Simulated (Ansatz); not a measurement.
## Response to strain in GaN

The reference is GaN in the zinc blende structure (space group F-43m, No. 216; a = 4.455 Å). Axes: x, y, z lie along the cube axes.

Strains are applied to the cell and any free atomic positions relax; under biaxial strain the out-of-plane vector relaxes too.

Method: Kohn–Sham DFT with the LDA functional, run in Ansatz (an electronic-structure program) with PAW and 420 eV plane waves, no spin-orbit coupling.

Notes on the quantities. energy relative to the base: free energy F.

```csv
"biaxial strain, plane normal [111], relaxed out of plane (%)",energy relative to the base (meV/atom)
0,0.0
0.42,0.5
0.83,2.2
1.67,?
2.08,13.4
2.5,19.2
```

Question: Fit ΔE = Aε² + Bε³ (ε in %) to the rows shown and predict the withheld row.

Answer: Least squares on the printed values gives A = 3.22 and B = -0.058 meV/atom (largest residual 0.1 meV/atom); this predicts 8.7 meV/atom, and the run gives 8.7 meV/atom, in agreement.

Stability against distortions was not tested. This is not the structure that GaN has at room temperature and ambient pressure.
